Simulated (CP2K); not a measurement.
Band structure of Sr₃SbN (Pm-3m, 5 atoms in the cell).

```
CELL_PARAMETERS angstrom
      5.19497     0.00000     0.00000
      0.00000     5.19497     0.00000
      0.00000     0.00000     5.19497
ATOMIC_POSITIONS crystal
  Sr 0.00000 0.50000 0.50000
  Sr 0.50000 0.00000 0.50000
  Sr 0.50000 0.50000 0.00000
  Sb 0.00000 0.00000 0.00000
  N  0.50000 0.50000 0.50000
```

Level of theory: PBEsol, GPW, DZVP-MOLOPT-SR-GTH basis, GTH-PBE potentials (GTH_POTENTIALS) (CP2K).

Settings: CUTOFF = 500 Ry; REL_CUTOFF = 60 Ry; SMEAR/METHOD = FERMI_DIRAC; ELECTRONIC_TEMPERATURE = 232.09 K; KPOINTS/SCHEME = MONKHORST-PACK 5 5 5; XC_FUNCTIONAL = PBE:PBESOL; Sr/BASIS_SET = DZVP-MOLOPT-SR-GTH-q10; Sr/POTENTIAL = GTH-PBE-q10; Sb/BASIS_SET = DZVP-MOLOPT-SR-GTH-q5; Sb/POTENTIAL = GTH-PBE-q5; N/BASIS_SET = DZVP-MOLOPT-SR-GTH-q5; N/POTENTIAL = GTH-PBE-q5; METHOD = GPW; EPS_DEFAULT = 1e-10.

The starting cell comes from a database of computed structures (which also holds hypothetical and non-ambient phases and stackings), without a prior relaxation at this level. Spin-orbit coupling is off. Values carry the incompleteness of an atom-centred basis. The potentials were made for another functional than the one used.

### Question
Predict the gap along the standard path and the places of the band edges.

### Answer
The gap along the path is 0.24 eV, direct at Γ to within 0.01 eV.

Levels in eV from the top of the valence band on the SCF mesh, bands 17 to 21:
| point | 17 | 18 | 19 | 20 | 21 |
|---|---|---|---|---|---|
| Γ | -1.05 | 0.00 | 0.00 | 0.00 | 0.24 |
| X | -1.41 | -1.41 | -0.64 | -0.64 | 1.35 |
| M | -1.68 | -1.57 | -1.57 | -0.95 | 2.02 |
| R | -2.50 | -1.71 | -1.71 | -1.71 | 1.77 |

Higher empty bands are left out: an atom-centred basis made for the valence describes them poorly.
